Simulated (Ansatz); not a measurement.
Worked example: zone-centre phonon calculation of Al2CrB2Mo (Amm2, 6 atoms in the cell) in Ansatz (a first-principles code).

Method: LDA (PW92), PAW files made with PBE (plane waves; Ansatz).

```xyz
6
Lattice="3.0589 0.0000 0.0000 0.0000 1.5690 6.9358 0.0000 -1.5690 6.9358" Properties=species:S:1:pos:R:3 pbc="T T T"
Al     1.5295     0.0000     9.6133
Al     0.0000     0.0000     4.1673
Cr     0.0000     0.0000     1.2054
B      1.5295     0.0000     7.4361
B      0.0000     0.0000     6.5343
Mo     1.5295     0.0000    12.6582
```

Reference input (self-consistent single point, DFT, LDA (PW92), plane waves, PAW files made with PBE): kpoints.mp_grid.grid = 7 7 7; hamiltonian.xc = lda; hamiltonian.pseudopotentials = {kind: paw} (the program's default PAW files); scf.occupations.method = fermi_dirac; scf.occupations.width = 0.1 eV. This run's input differs from it in these lines:

```diff
@@ -24,6 +24,4 @@
     width: 0.1
-output:
-  forces: true
-  eigenvalues: true
-  stress: true
+phonons:
+  method: dfpt
```

Output (repeated stretches shortened):

```
SCF iter   1: F=—  HF=-9501.411589 eV  |F-HF|=—  |Δ(HF+E_count)|=         —  Δρ=1.61e-1  dr2=4.34e1  ethr=3.10e-3  ⟨swp⟩=6.3  Hψ=7382  notcnv=0
all-band conjugate gradients solve this SCF's bands
preconditioner: auto → Kerker (q_TF=auto, 2.506 Å⁻¹)
SCF iter   2: F=—  HF=-9495.181956 eV  |F-HF|=—  |Δ(HF+E_count)|=    6.23e0  Δρ=6.89e-2  dr2=1.02e1  ethr=3.10e-3  ⟨swp⟩=3.5  Hψ=4106  notcnv=0
   [... lines left out ...]
SCF iter  10: F=—  HF=-9493.738310 eV  |F-HF|=—  |Δ(HF+E_count)|=   1.50e-8  Δρ=2.91e-6  dr2=5.51e-9  ethr=1.77e-10  ⟨swp⟩=2.6  Hψ=2657  notcnv=0
SCF iter  11: F=—  HF=-9493.738310 eV  |F-HF|=—  |Δ(HF+E_count)|=  9.06e-10  Δρ=9.67e-7  dr2=5.79e-10  ethr=1.38e-11  ⟨swp⟩=2.2  Hψ=2378  notcnv=0
SCF iter  12: F=—  HF=-9493.738310 eV  |F-HF|=—  |Δ(HF+E_count)|=  1.13e-10  Δρ=2.08e-7  dr2=3.57e-11  ethr=1.45e-12  ⟨swp⟩=2.3  Hψ=2333  notcnv=0
SCF iter  13: F=-9493.738310 eV  HF=-9493.738310 eV  |F-HF|=5.46e-12  |Δ(HF+E_count)|=  5.46e-12  Δρ=3.87e-8  dr2=2.51e-12  ethr=1.00e-12  ⟨swp⟩=5.6  Hψ=6736  notcnv=0
SCF 1 converged in 13 iterations: F = -9493.738310 eV  dr2 = 2.51e-12
DFPT response loops at Γ: preconditioner auto → Kerker (q_TF=auto, 2.506 Å⁻¹) (partly filled bands, converged f_vac=0.000) …
Free energy (F): -9493.738310 eV
Internal energy: -9493.672784 eV  (E = F + TS)
E sigma→0 (E₀):  -9493.705547 eV
Entropy (-TS):   -0.065525 eV (-10.921 meV/atom)
Fermi energy:    14.501873 eV
--- Phonons (Γ-DFPT): 18 representative perturbations + reference, on 64 of 343 k-points (Σ response iterations 56) ---
  k mesh reduced under 4 symmetry operations, with k and −k counted as one. Each operation leaves every solved displacement unchanged or reverses it
  ASR residual: 1.300e-3 → 0.000e0 eV/Å²; symmetrization residual: 3.278e-5 eV/Å²
  ASR residual per site (eV/Å²): 5.11e-6 1.05e-5 1.30e-3 4.76e-5 2.15e-5 7.48e-4
  Γ frequencies (cm⁻¹): 0.00 0.00 0.00 185.54 210.19 219.28 229.77 262.24 286.38 319.58 330.22 400.43 407.14 407.97 475.96 547.69 677.89 805.45
  non-analytic LO–TO correction: not included (Born effective charges unavailable; polar crystals: no LO–TO splitting at Γ)
```

The run converged in 13 iterations. 

Summary of the result:
* **Free energy E − TS (on the zero of these files)**: -9493.7383 eV
* **Fermi level (on the code's own zero)**: 14.50 eV
* **Zone-centre frequencies (cm⁻¹; negative means imaginary)**: 0, 0, 0, 186, 210, 219, 230, 262, 286, 320, 330, 400, 407, 408, 476, 548, 678, 805

The starting cell comes from a database of computed structures (which also holds hypothetical and non-ambient phases and stackings), without a prior relaxation at this level. Spin polarisation is off.

Cost on one core of a shared machine: roughly 2 min.

Keys are those of Ansatz 0.2.
